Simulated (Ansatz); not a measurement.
C, element substitutions

The parent structure is C in the diamond structure (space group Fd-3m, No. 227; a = 3.554 Å).

Each row replaces one element on all its sites; cell and atoms are relaxed.

All numbers come from Kohn–Sham DFT with the PBEsol functional, run in Ansatz (an electronic-structure program) with PAW and 420 eV plane waves, no spin-orbit coupling.

Candidates:
(a) C → H
(b) C → Sn
(c) C → I

Before the change:

* **Lattice parameter a**: 3.554 Å

Problem. Order them by lattice parameter a, highest first.

Solution. (c) C → I (7.656 Å), (b) C → Sn (6.540 Å), (a) C → H (2.993 Å)

No phonon test of stability was made. As relaxed here, H and I are hypothetical phases, not in the database extracts checked.
